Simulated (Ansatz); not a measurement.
# A computed series for InSb: point defects

Take an 8-atom supercell of InSb in the zinc blende structure (space group F-43m, No. 216; a = 6.6350 Å) at its relaxed geometry as the base.

One neutral defect a cell, atoms relaxed at fixed cell.

The values are results of Kohn–Sham DFT with the PBE functional, run in Ansatz (a quantum-chemistry and plane-wave program) with PAW and 420 eV plane waves, no SOC, earlier PAW set, not measurements.

| change | pressure | largest displacement of a host atom from its site in the perfect cell |
|---|---|---|
| perfect supercell | 0.0 GPa | – |
| Sb interstitial (started 2.71 Å from the nearest host atom), symmetric start | 5.9 GPa | 0.26 Å |
| Sn on a In site | 1.3 GPa | 0.04 Å |
| Li interstitial (started 2.71 Å from the nearest host atom) | 2.3 GPa | 0.02 Å |
| Al on a Sb site | -0.8 GPa | 0.09 Å |
| In vacancy | … | … |

**Question.** Some entries are withheld; estimate them.

**Answer.** 
- In vacancy, pressure: -1.6 GPa
- In vacancy, largest displacement of a host atom from its site in the perfect cell: 0.89 Å

In so small a cell the defect repeats every few ångströms: this is an ordered compound, not a dilute defect. Defects with a symmetric start kept the site's symmetry and may sit on a saddle; the others started slightly shaken. All final runs are without spin polarisation.
